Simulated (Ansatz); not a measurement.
A computed series for hypothetical CdI2 type SiO2: thickness series

The reference is SiO2 in the CdI2 type structure (space group P-3m1, No. 164; a = 2.6865 Å, c = 4.6012 Å; a hypothetical phase, not in the database extracts checked; layered, stacked along the Cartesian z axis).

Free-standing slabs (3 atom(s) a layer) normal to the stacking axis with 15 Å of vacuum; in-plane cell relaxed.

Calculations: PBE-D3(BJ) (Ansatz, a first-principles code, PAW, scalar-relativistic without spin-orbit coupling).

Notes on the quantities. excess energy per area of both faces: slab less bulk energy over the cell's area: twice a surface energy; electron mass: in plane.

| change | excess energy per area of both faces | electron mass | band gap | shortest interatomic distance | in-plane lattice parameter a |
|---|---|---|---|---|---|
| base | – | – | 6.15 eV | 180.1 pm | 268.7 pm |
| 1 layer | 0.35 J/m² | 0.41 mₑ (at Γ) | 6.71 eV | 180.3 pm | 268.8 pm |
| 2 layers | (withheld) | (withheld) | (withheld) | 180.2 pm | 268.8 pm |
| 3 layers | 0.38 J/m² | 0.38 mₑ (at Γ) | 6.33 eV | 180.2 pm | 268.7 pm |

Task: What belongs in the blanks?

Result: 
- 2 layers, excess energy per area of both faces: 0.37 J/m²
- 2 layers, electron mass: 0.39 mₑ (at Γ)
- 2 layers, band gap: 6.44 eV

Slab and bulk use different k-meshes, which limits the precision of the excess energy. Masses are band curvatures over ±0.01 Å⁻¹ around the edge. Whether these cells are dynamically stable was not tested.
